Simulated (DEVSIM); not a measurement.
Structure: Cr/Si3N4/p-GaAs capacitor, at 300 K.

Layer 1 from the left is Si3N4, thickness (nm) 12.0. Layer 2 from the left is GaAs, thickness (nm) 610, Na (cm⁻³) 1.1e18.

Metal gate on the left, work function 4.5 eV. Fixed charge at the semiconductor interface 0 cm⁻² (in units of +e); no interface traps.

This is a model device: material constants are rounded textbook-type values typed into the input, and sizes, dopings and lifetimes were drawn at random. Values at 300 K.

Si3N4: gap (eV) 5.1, affinity (eV) 2.1, permittivity 7.5. GaAs: gap (eV) 1.424, affinity (eV) 4.07, permittivity 12.9, Nc (cm⁻³) 4.7e17, Nv (cm⁻³) 9e18.

DEVSIM, 1D Poisson equation in equilibrium, Boltzmann statistics, complete ionisation; no quantum confinement or tunnelling. Metal contacts follow the ideal Schottky-Mott rule: no Fermi-level pinning, no interface dipoles.

What does the simulation give for the flat-band voltage, the minimum of the low-frequency capacitance?

flat-band voltage -0.94 V; minimum of the low-frequency capacitance 0.189 μF/cm².
